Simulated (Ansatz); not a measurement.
**The (111)A surface of zinc-blende InSb, In-terminated, Cl on every top atom (bottom of the slab: 3 H on 4 bottom sites)**

Computed with PBE (plane waves to 420 eV, PAW; Ansatz, an electronic-structure program).

Model: 39-atom slab, 16.7 Å thick at the start with caps and adatoms, 3x3x1 mesh, Fermi-Dirac 0.025 eV, dipole correction, 8 atoms held, the rest relaxed; start symmetry kept, larger cells not searched; spin-polarised, no spin-orbit, no U. The slab shows no gap over 0.04 eV on its mesh. The starting moment vanished. It is one candidate, not shown to be the stable structure of the face.

```yaml
work_function_of_the_top_face: 7.36 eV
energy_released_by_relaxation: 0.74 eV
cost: roughly 110 core-minutes
```
